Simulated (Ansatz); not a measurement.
B20 (FeSi-type) CoSi: properties by level of theory

Reference values: lattice constant a 4.444 Å (measured, temperature not stated, not corrected to a static lattice; as tabulated in Wikipedia's data pages); bulk modulus 207 GPa (measured, temperature not stated, no zero-point or thermal correction; as tabulated in Electronic Structure of B20 (FeSi-Type) Transition-Metal Monosilicides …); formation enthalpy -0.511 ± 0.01 eV/atom (measured, 298 K, copied from a table, unchecked, not corrected to a static lattice; as tabulated in Wang et al. (2021), doi:10.1038/s41598-021-94550-5).

```
level (code)     equilibrium lattice constant a (Å)  bulk modulus (GPa)  cohesive energy (eV/atom)  formation enthalpy (eV/atom)
---------------  ----------------------------------  ------------------  -------------------------  ----------------------------
LDA (Ansatz)                                  4.350                 254                 (withheld)                        -0.769
revPBE (Ansatz)                               4.451          (withheld)                       4.95                        -0.565
RPBE (Ansatz)                                 4.458                 207                       4.85                    (withheld)
```

Question: Some entries are withheld; supply them.

Answer: 
- LDA (Ansatz, a quantum-chemistry and plane-wave program), cohesive energy (eV/atom): 6.75
- revPBE (Ansatz), bulk modulus (GPa): 210
- RPBE (Ansatz), formation enthalpy (eV/atom): -0.549

Differences from the reference values (errors of the level alone only where the reference is corrected to a static lattice):

| level | lattice constant a (%) | bulk modulus (%) | formation enthalpy (eV/atom) |
|---|---|---|---|
| LDA | -2.12 | +23 | -0.258 |
| revPBE | +0.16 | +1.4 | -0.054 |
| RPBE | +0.32 | 0.0 | -0.038 |

Nearest: lattice constant a, not ranked (reference at room or unstated temperature); bulk modulus, not ranked (reference at room or unstated temperature); formation enthalpy, not ranked (one source).

Ansatz's density-functional and Hartree–Fock values are scalar-relativistic unless marked +SOC, with PAW data made under PBE.

The crystal itself was run without spin with LDA, revPBE, RPBE; a magnetic state was not tried in these runs.

Differences are worked out from the printed values.

Free atoms are spin-polarised, in the lowest state found; at levels without +SOC their spin–orbit coupling is left out.

Computed values are for the static lattice.
